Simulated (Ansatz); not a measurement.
System: LuAlN2 (model structure, started from the LiGaO2 type, Pna2₁, No. 33, 16 atoms in the cell). Method: PBE (PAW; Ansatz, an electronic-structure program).

Settings: plane-wave cutoff 520 eV, 6×6×8 k mesh (along the axes of the cell as run), Fermi–Dirac smearing 0.01 eV, scalar-relativistic PAW data made under PBE.

Cell (relaxed with PBEsol):

```cif
data_Al4Lu4N8
_chemical_formula_sum 'Lu4 Al4 N8'
_space_group_name_H-M_alt 'P 1'
_space_group_IT_number 1
_cell_length_a 5.86658
_cell_length_b 6.91545
_cell_length_c 5.13348
_cell_angle_alpha 90.000
_cell_angle_beta 90.000
_cell_angle_gamma 90.000
loop_
_space_group_symop_operation_xyz
  'x, y, z'
loop_
_atom_site_label
_atom_site_type_symbol
_atom_site_fract_x
_atom_site_fract_y
_atom_site_fract_z
_atom_site_occupancy
Lu1 Lu 0.59854 0.87709 0.98451 1
Lu2 Lu 0.40146 0.12291 0.48451 1
Lu3 Lu 0.90146 0.37709 0.48451 1
Lu4 Lu 0.09854 0.62291 0.98451 1
Al1 Al 0.57305 0.37341 0.00136 1
Al2 Al 0.42695 0.62659 0.50136 1
Al3 Al 0.92695 0.87341 0.50136 1
Al4 Al 0.07305 0.12659 0.00136 1
N1 N 0.04989 0.10419 0.36774 1
N2 N 0.95011 0.89581 0.86774 1
N3 N 0.45011 0.60419 0.86774 1
N4 N 0.54989 0.39581 0.36774 1
N5 N 0.39533 0.14600 0.91959 1
N6 N 0.60467 0.85400 0.41959 1
N7 N 0.10467 0.64600 0.41959 1
N8 N 0.89533 0.35400 0.91959 1
```

Q: Predict the band gap, smallest direct gap on the k points sampled and Γ–Γ gap.

A: 
* **band gap**: 2.92 eV
* **smallest direct gap on the k points sampled**: 2.97 eV
* **Γ–Γ gap**: 3.03 eV

Note: the relaxation could raise the start's symmetry but not lower it, so the cell can be a saddle point; cell and atoms aren't relaxed at this level (largest force component 0.13 eV/Å, pressure 4.5 GPa).

Spin–orbit coupling is not included.

Computed values are for the static lattice.

The result took roughly 5 core-minutes.

A model structure was made by putting elements into a prototype or built by hand; it is no filed structure, need not be a known phase, and can be a saddle point held by its symmetry.
